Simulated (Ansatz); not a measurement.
**Li2Si: response to strain**

Base system: Li2Si (space group R-3m, No. 166; a = 4.305 Å, c = 18.357 Å (hexagonal axes); a cell from a computed database, its experimental status unchecked). Axes: x lies along a and z along c of the hexagonal cell.

Strains are applied to the cell and any free atomic positions relax; under biaxial strain the out-of-plane vector relaxes too; under stress the whole cell relaxes.

Level of theory: Ansatz (a program for electronic structure) PBEsol, spin-orbit coupling left out.

Notes on the quantities. energy relative to the base: free energy F.

```csv
variant,energy relative to the base,space group,shortest interatomic distance
base,0 meV/atom,R-3m (No. 166),2.273 Å
"biaxial strain +1.63 %, plane normal [001], relaxed out of plane",+2.3 meV/atom,R-3m (No. 166),2.272 Å
isotropic strain +2.48 %,+9.0 meV/atom,R-3m (No. 166),2.288 Å
"uniaxial stress, 5 GPa compression along x",(withheld),C2/m (No. 12),(withheld)
```

**Question.** Some entries are withheld; estimate them.

**Answer.** 
- uniaxial stress, 5 GPa compression along x, energy relative to the base: +19 meV/atom
- uniaxial stress, 5 GPa compression along x, shortest interatomic distance: 2.275 Å

Without a gap, meshes like the base's 13×13×13 leave anisotropic stresses uncertain by several tenths of a GPa, and small strain energies with them. Beyond what the load breaks, stability against distortions was not tested. The final runs are not spin-polarised.
